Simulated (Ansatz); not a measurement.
## hcp Ru (0 0 1) on wurtzite ZnO (0 0 1) (film strained to the substrate, faces as cut)

A periodic stack without vacuum, hcp Ru (0 0 1) on wurtzite ZnO (0 0 1) (film strained to the substrate, faces as cut): substrate slab Zn18O18, film Ru24, surface cells [[1, 2], [-2, -1]] and [[0, -2], [2, 2]], film strained by +4.4 and +4.4 %, faces O/Zn and Ru/Ru as cut (like faces can put a slab off its formula).

The start was prepared with a machine-learned potential, and the result is one local minimum, with the in-plane cell held and forces under 0.04 eV/Å; the film can end far from its bulk form.

Method: PBE (plane waves to 420 eV, PAW; Ansatz, a quantum-chemistry and plane-wave program). No spin–orbit coupling; the runs are not spin-polarised; PBE gaps are too small against experiment. Its k-point mesh 5×5×1, Fermi–Dirac width 0.05 eV.

The interface area is 27.9 Å² and the period comes out as 28.83 Å. The gaps between the outermost planes at the two interfaces is 2.31 and 2.06 Å. The Ru–Zn contacts across the interfaces within 1.22 times the sum of covalent radii is 10, mean 2.86 Å and the O–Ru contacts across the interfaces within 1.22 times the sum of covalent radii is 3, mean 2.19 Å.

```yaml
crystal:
  lattice:
    - [5.67922, -0.00097, 0.10789]
    - [-2.84022, 4.91914, 0.02259]
    - [-1.58334, 2.77153, 28.84858]
  atoms:
    - { symbol: Zn, position: [0.40695, 0.36342, 0.05607] }
    - { symbol: Zn, position: [0.07840, 0.68804, 0.05616] }
    - { symbol: Zn, position: [0.73177, 0.01688, 0.05597] }
    - { symbol: Zn, position: [0.72746, 0.62947, 0.14810] }
    - { symbol: Zn, position: [0.39248, 0.96364, 0.14824] }
    - { symbol: Zn, position: [0.05797, 0.29405, 0.14830] }
    - { symbol: O, position: [0.39631, 0.31312, 0.12477] }
    - { symbol: O, position: [0.06466, 0.64392, 0.12487] }
    - { symbol: O, position: [0.72745, 0.97630, 0.12469] }
    - { symbol: O, position: [0.75337, 0.70630, 0.03343] }
    - { symbol: O, position: [0.40630, 0.04559, 0.03328] }
    - { symbol: O, position: [0.06794, 0.36131, 0.03311] }
    - { symbol: Zn, position: [0.37938, 0.23587, 0.24031] }
    - { symbol: Zn, position: [0.04518, 0.56851, 0.24034] }
    - { symbol: Zn, position: [0.71169, 0.90098, 0.24033] }
    - { symbol: Zn, position: [0.69734, 0.50700, 0.33317] }
    - { symbol: Zn, position: [0.36428, 0.84119, 0.33217] }
    - { symbol: Zn, position: [0.03085, 0.17422, 0.33194] }
    - { symbol: O, position: [0.36882, 0.19044, 0.30918] }
    - { symbol: O, position: [0.03340, 0.52286, 0.30923] }
    - { symbol: O, position: [0.70062, 0.85478, 0.30921] }
    - { symbol: O, position: [0.71598, 0.58394, 0.21688] }
    - { symbol: O, position: [0.38219, 0.91736, 0.21706] }
    - { symbol: O, position: [0.04855, 0.24994, 0.21712] }
    - { symbol: Zn, position: [0.34508, 0.10965, 0.42470] }
    - { symbol: Zn, position: [0.01919, 0.44559, 0.42432] }
    - { symbol: Zn, position: [0.68268, 0.78337, 0.42465] }
    - { symbol: Zn, position: [0.66879, 0.38728, 0.51355] }
    - { symbol: Zn, position: [0.32962, 0.71386, 0.52123] }
    - { symbol: Zn, position: [0.99665, 0.04651, 0.52211] }
    - { symbol: O, position: [0.33009, 0.06198, 0.49362] }
    - { symbol: O, position: [0.00816, 0.39768, 0.49337] }
    - { symbol: O, position: [0.66986, 0.73856, 0.49365] }
    - { symbol: O, position: [0.68548, 0.46079, 0.40237] }
    - { symbol: O, position: [0.35238, 0.79516, 0.40104] }
    - { symbol: O, position: [0.01886, 0.12796, 0.40075] }
    - { symbol: Ru, position: [0.62441, 0.81731, 0.60255] }
    - { symbol: Ru, position: [0.14139, 0.81046, 0.60236] }
    - { symbol: Ru, position: [0.63210, 0.31599, 0.60482] }
    - { symbol: Ru, position: [0.14248, 0.33537, 0.60232] }
    - { symbol: Ru, position: [0.95852, 0.94121, 0.67274] }
    - { symbol: Ru, position: [0.45664, 0.93777, 0.67335] }
    - { symbol: Ru, position: [0.95796, 0.44140, 0.67303] }
    - { symbol: Ru, position: [0.45591, 0.44015, 0.67313] }
    - { symbol: Ru, position: [0.61443, 0.72529, 0.74570] }
    - { symbol: Ru, position: [0.11199, 0.72675, 0.74572] }
    - { symbol: Ru, position: [0.61400, 0.22588, 0.74581] }
    - { symbol: Ru, position: [0.11146, 0.22459, 0.74544] }
    - { symbol: Ru, position: [0.93376, 0.84765, 0.81911] }
    - { symbol: Ru, position: [0.43503, 0.84342, 0.81935] }
    - { symbol: Ru, position: [0.94077, 0.34651, 0.81908] }
    - { symbol: Ru, position: [0.43197, 0.33900, 0.81901] }
    - { symbol: Ru, position: [0.58349, 0.61758, 0.89177] }
    - { symbol: Ru, position: [0.08635, 0.63772, 0.89174] }
    - { symbol: Ru, position: [0.60399, 0.13385, 0.89182] }
    - { symbol: Ru, position: [0.09142, 0.12929, 0.89235] }
    - { symbol: Ru, position: [0.88424, 0.75296, 0.96172] }
    - { symbol: Ru, position: [0.41381, 0.75212, 0.95923] }
    - { symbol: Ru, position: [0.94708, 0.28054, 0.96160] }
    - { symbol: Ru, position: [0.41321, 0.21889, 0.96159] }
```
